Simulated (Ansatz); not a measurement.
System: Al2Cu (I4/mcm, No. 140). Method: LDA (plane waves, PAW; Ansatz, an electronic-structure program).

Output (set-up and result lines):

```
Relaxation: its limit of steps is 80 (relax.max_steps)
Crystal: 6 atoms, lattice volume = 80.857 Å³
Basis set: ecut = 520 eV, 2161 PW (Γ), exchange–correlation on 72×72×72 points (8 copies of the dense FFT grid, shifted against one another)
Bands: 31, of which v1, the nominal top of the filled ones, is band 25 counted from 1 (24 counted from 0)
Symmetry: 16 space group operations
Space group: I4/mcm (ITA 140), of the structure as read, at distance tolerance 4.3e-5 Å
k-points: 244 of 2744
Functional: x = slater, c = lda
SCF iter   1: F=—  HF=-15164.054831 eV  |F-HF|=—  |Δ(HF+E_count)|=         —  Δρ=6.16e-3  dr2=2.40e-2
SCF iter   2: F=—  HF=-15164.047037 eV  |F-HF|=—  |Δ(HF+E_count)|=   7.79e-3  Δρ=3.14e-3  dr2=1.58e-2
  ...
SCF 1 converged in 8 iterations: F = -15164.042740 eV  dr2 = 2.83e-9
Crystal: 6 atoms, lattice volume = 80.857 Å³
Initial density: handed on by an earlier stage of this run
SCF 2 converged in 6 iterations: F = -15164.042944 eV  dr2 = 1.04e-9
Crystal: 6 atoms, lattice volume = 80.857 Å³
SCF 3 converged in 6 iterations: F = -15164.042959 eV  dr2 = 5.55e-11
Crystal: 6 atoms, lattice volume = 80.857 Å³
SCF 4 converged in 6 iterations: F = -15164.042960 eV  dr2 = 6.62e-13
Crystal: 6 atoms, lattice volume = 80.857 Å³
SCF iter   7: F=-15164.042960 eV  HF=-15164.042960 eV  |F-HF|=5.46e-12  |Δ(HF+E_count)|=  1.82e-12  Δρ=2.29e-8  dr2=3.24e-13
SCF iter   8: F=-15164.042960 eV  HF=-15164.042960 eV  |F-HF|=7.28e-12  |Δ(HF+E_count)|=    0.00e0  Δρ=1.61e-8  dr2=1.62e-13
SCF 5 converged in 8 iterations: F = -15164.042960 eV  dr2 = 1.62e-13
SCF converged after 8 iterations
Free energy (F): -15164.042960 eV
Internal energy: -15164.027078 eV  (E = F + TS)
E sigma→0 (E₀):  -15164.035019 eV
Fermi energy:    11.522427 eV
--- Forces (eV/Å), atoms counted from 1 ---
  atom   1  Al     0.00009828     0.00009828     0.00000000
  atom   2  Al    -0.00009828     0.00009828     0.00000000
  atom   3  Al     0.00009828    -0.00009828     0.00000000
  atom   4  Al    -0.00009828    -0.00009828     0.00000000
  atom   5  Cu    -0.00000000     0.00000000     0.00000000
  atom   6  Cu    -0.00000000     0.00000000     0.00000000
--- Stress (GPa, compression-positive) ---
        5.155989      -0.000000       0.000000
       -0.000000       5.155989       0.000000
        0.000000      -0.000000       5.148079
  P = ⅓ Tr σ = 5.1534 GPa (51.534 kbar)
```

Q: Write an input file that could have produced this run (the log leaves some choices open).

A: This is not unique; one that fits is 
Ansatz 0.2 input:
```yaml
crystal:
  lattice:
    - [-2.9294213368, 2.9294213368, 2.3555523477]
    - [2.9294213368, -2.9294213368, 2.3555523477]
    - [2.9294213368, 2.9294213368, -2.3555523477]
  atoms:
    - { symbol: Al, position: [0.6593550571, 0.1593550571, 0.8187101142] }
    - { symbol: Al, position: [0.1593550571, 0.3406449429, 0.5] }
    - { symbol: Al, position: [0.8406449429, 0.6593550571, 0.5] }
    - { symbol: Al, position: [0.3406449429, 0.8406449429, 0.1812898858] }
    - { symbol: Cu, position: [0.75, 0.75, 0.0] }
    - { symbol: Cu, position: [0.25, 0.25, 0.0] }
basis:
  ecutwfc: 520
  ecutrho_ratio: 4
  xc_grid: 2
kpoints:
  mp_grid: { grid: [14, 14, 14] }
hamiltonian:
  xc: lda
  dispersion: none
  pseudopotentials: { kind: paw }
scf:
  occupations: { method: fermi_dirac, width: 0.05 }
output:
  forces: true
  stress: true
  eigenvalues: true
relax:
  f_tol: 0.004
  escape_saddle: false
  max_steps: 80
  cell: { stress_tol: 0.02, fix: [volume] }
```

The cell is one volume of an energy–volume scan, off the minimum.

The PAW data were made under PBE.

Note: the volume lies 9 % below that of the published cell.

It cost very roughly 4 core-minutes of CPU time.
